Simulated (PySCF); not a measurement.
PySCF 2.14.0, unrestricted PBE0/def2-svpd, df: Mo(O)2(Cl)2 anion ([O]=[Mo](=[O])([Cl])[Cl]), charge -1, multiplicity 2, 5 atoms. The geometry is a generated start, not checked to be a minimum at this level.

| Quantity | Value |
|---|---|
| task | energy |
| method | pbe0 |
| basis | def2-svpd |
| two-electron scheme | density fitting |
| mol.max_memory | 3000 MB |
| mf.max_cycle | 100 |
| mf.init_guess | minao (default) |
| mf.DIIS | CDIIS (default) |
| mf.conv_tol | 1e-09 (default) |
| mf.grids.level | 3 (default) |
| effective core potentials | those of the basis set, past Kr |
| basis functions | 134 |
| grid points | 88368 |

```xyz
5

Mo     0.1522    -0.0308     0.0532
O      1.3121    -0.5937    -0.9529
O      0.5796     0.2222     1.6112
Cl    -0.5667     1.8268    -0.7428
Cl    -1.4772    -1.4245     0.0313
```

Charge -1 and multiplicity 2 are set for this test and not shown to be the ground state.

One run each on 2 threads, 1 BLAS thread. Values of diis_space tried: 3, 5, 8 (default), 12, 20.

### Question
How does the count of Fock builds change with diis_space, and where is it least?

### Answer
Fewest Fock builds, within one of each other: 8 (default) with 17, 12 with 16, 20 with 16. The count rises to 26 at 3. All converge to one solution.

```tsv
diis_space	Fock builds	end
3	26	same solution
5	20	same solution
8 (default)	17	same solution
12	16	same solution
20	16	same solution
```
